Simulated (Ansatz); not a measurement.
## Hypothetical diamond Os: pressure series

The reference is Os in the diamond structure (space group Fd-3m, No. 227; a = 5.556 Å; a hypothetical phase, not in the database extracts checked).

Cell and atoms are relaxed at each pressure.

Computed with PBE, PAW, 420 eV (Ansatz, a program for electronic structure; without spin-orbit coupling).

| P (GPa) | V (Å³/atom) |
|---|---|
| -2.01 | 21.651 |
| -1.00 | 21.541 |
| 0.30 | 21.404 |
| 0.70 | 21.363 |
| 1.49 | 21.282 |
| 3.00 | 21.134 |
| 5.00 | 20.946 |
| 7.50 | 20.722 |
| 10.00 | 20.512 |

Problem. Fit a third-order Birch–Murnaghan equation of state.

Solution. Least squares on P(V) = (3B₀/2)[(V₀/V)^(7/3) − (V₀/V)^(5/3)]·[1 + (3/4)(B₀′ − 4)((V₀/V)^(2/3) − 1)] gives V₀ = 21.44 Å³/atom, B₀ = 205 GPa and B₀′ = 4.6.

Load acts through the strain it causes; cell and atoms are relaxed under it. No phonon test of stability was made. Competing high-pressure phases were not computed. The final runs are not spin-polarised.
